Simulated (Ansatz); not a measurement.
```xyz
2
Lattice="0.0000 2.8652 2.8652 2.8652 0.0000 2.8652 2.8652 2.8652 0.0000" Properties=species:S:1:pos:R:3 pbc="T T T"
Al     0.0000     0.0000     0.0000
As     4.2979     4.2979     4.2979
```

All values below come from PBEsol with spin-orbit coupling, rigid bands (plane waves, PAW; Ansatz, a quantum-chemistry and plane-wave program). Condition of this run: hydrostatic pressure -2 GPa (the target of the relaxation). Geometry: cell and atoms relaxed with PBEsol, then loaded as said.

What conductivity effective mass do dilute holes have at 300 K?

0.60 mₑ.

What conductivity effective mass do dilute electrons have at 300 K?

0.33 mₑ.

And the band gap?

1.29 eV at this level; semilocal functionals usually fall short of the measured gap.

Rigid bands, one relaxation time for all states, no polarons.
